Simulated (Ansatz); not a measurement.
Consider SnTe in the rock salt structure (space group Fm-3m, No. 225).

```yaml
crystal:
  lattice:
    - [0.00000, 3.18559, 3.18559]
    - [3.18559, 0.00000, 3.18559]
    - [3.18559, 3.18559, 0.00000]
  atoms:
    - { symbol: Te, position: [0.00000, 0.00000, 0.00000] }
    - { symbol: Sn, position: [0.50000, 0.50000, 0.50000] }
```

Cartesian axes are those of the cell as printed.

Level of theory: r2SCAN/PAW in Ansatz (a quantum-chemistry and plane-wave program), no spin-orbit coupling, earlier PAW set.

Perturbation: the cell is scaled by 1.0172 in all directions; the atoms relax in the strained cell.

Problem. Predict the stress tensor and what it implies for the stiffness.

Solution. Stress of the strained cell less that of the base (GPa, compression positive):
```
  -2.01    0.00    0.00
   0.00   -2.01    0.00
   0.00    0.00   -2.01
```

Then B = −ΔP/(ΔV/V₀) with ΔV/V₀ = 0.0525 gives secant stiffness values (nonlinear terms included at this strain): B ≈ 38 GPa.

As a check, the harmonic strain energy −½ V₀ Δσ:ε is 10 meV/atom; the computed energy rise is 11 meV/atom.

Stability against distortions was not tested.
